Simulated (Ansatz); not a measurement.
**AlRu: pressure series**

Take AlRu in the CsCl type structure (space group Pm-3m, No. 221; a = 2.954 Å) as the base.

Cell and atoms are relaxed at each pressure.

Method: DFT with LDA, PAW potentials and a 420 eV plane-wave cutoff in Ansatz (a program for electronic structure), spin-orbit coupling left out.

| P (GPa) | V (Å³/atom) |
|---|---|
| -2.00 | 13.001 |
| -1.00 | 12.943 |
| 0.90 | 12.838 |
| 2.10 | 12.773 |
| 4.49 | 12.650 |
| 8.99 | 12.433 |
| 14.99 | 12.172 |
| 22.49 | 11.881 |
| 29.99 | 11.622 |

Problem. Fit a third-order Birch–Murnaghan equation of state.

Solution. Least squares on P(V) = (3B₀/2)[(V₀/V)^(7/3) − (V₀/V)^(5/3)]·[1 + (3/4)(B₀′ − 4)((V₀/V)^(2/3) − 1)] gives V₀ = 12.89 Å³/atom, B₀ = 232 GPa and B₀′ = 4.3.

Load acts through the strain it causes; cell and atoms are relaxed under it. No phonon test of stability was made. Competing high-pressure phases were not computed. All final runs are without spin polarisation.
